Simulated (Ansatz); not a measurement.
The parent structure is MgSe in the rock salt structure (space group Fm-3m, No. 225).

```
MgSe
1.0
    0.00000     2.69565     2.69565
    2.69565     0.00000     2.69565
    2.69565     2.69565     0.00000
Mg Se
1 1
Direct
  0.00000   0.00000   0.00000
  0.50000   0.50000   0.50000
```

Method: LDA (Ansatz, a first-principles code; PAW; 420 eV plane waves; no spin-orbit coupling).

Strains are applied to the cell and any free atomic positions relax.

One change was made to it. Results:

| quantity | base | after |
|---|---|---|
| band gap | 1.72 eV | 1.81 eV |
| energy relative to the base (free energy F) | 0 meV/atom | +16 meV/atom |

Question: What was done to the base?
(A) isotropic strain +1.50 %
(B) isotropic strain +2.00 %
(C) isotropic strain −2.00 %
(D) isotropic strain +1.00 %
(E) isotropic strain −1.50 %

Answer: C, isotropic strain −2.00 %. For comparison, the energy relative to the base in the other runs: isotropic strain +1.00 % gives +3.7 meV/atom; isotropic strain +2.00 % gives +14 meV/atom; isotropic strain −1.50 % gives +9.0 meV/atom; isotropic strain +1.50 % gives +8.2 meV/atom.

Whether these cells are dynamically stable was not tested.
